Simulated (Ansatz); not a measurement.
Defect migration in hcp Ru: Ag-vacancy pair (Ag on one host Ru site, one Ru site vacant), neutral cell. The step: the Ag atom itself jumps into the vacancy (Ag-vacancy distance between ideal sites 2.66 Å throughout); the atom moves 2.42 Å along (-0.61, -0.31, 0.45) of the unit cell; the moving atom starts with neighbours 2 Ru at 2.68, 2 Ru at 2.72, Ru at 2.74, 2 Ru at 2.76, 2 Ru at 2.80, 2 Ru at 2.82 Å and ends with 2 Ru at 2.68, 2 Ru at 2.72, Ru at 2.74, 2 Ru at 2.76, 2 Ru at 2.80, 2 Ru at 2.82 Å. A PBE band in Ansatz (plane-wave PAW, a 2×2×2 k-point mesh shifted by half a step along c, 36 host sites, 17 SCF runs with any check of the saddle's order, static, no finite-size correction) gives a forward barrier of 1.25 eV. The saddle point's order was not checked, and it lies on a symmetry element of the cell, where a band can be held. Forms of the defect that were not tried may lie lower.

Single points at the band's start and saddle point can refine it. Rough cost of one point, in units of the band's mean SCF on the same machine:

```json
[
 {"Level": "PBE, a 4×4×4 k-point mesh shifted by half a step along c", "Cost of one point": "about 7"},
 {"Level": "r2SCAN at 500 eV, a 2×2×2 k-point mesh shifted by half a step along c", "Cost of one point": "about 3"}
]
```

Question: Which of these move the barrier by more than 0.1 eV, and how far does each move it?

Answer: Not one does. PBE, a 4×4×4 k-point mesh shifted by half a step along c: +0.02 eV; r2SCAN at 500 eV, a 2×2×2 k-point mesh shifted by half a step along c: -0.03 eV. Each functional is compared with PBE at the same k-points.

Ansatz is a program for electronic structure.
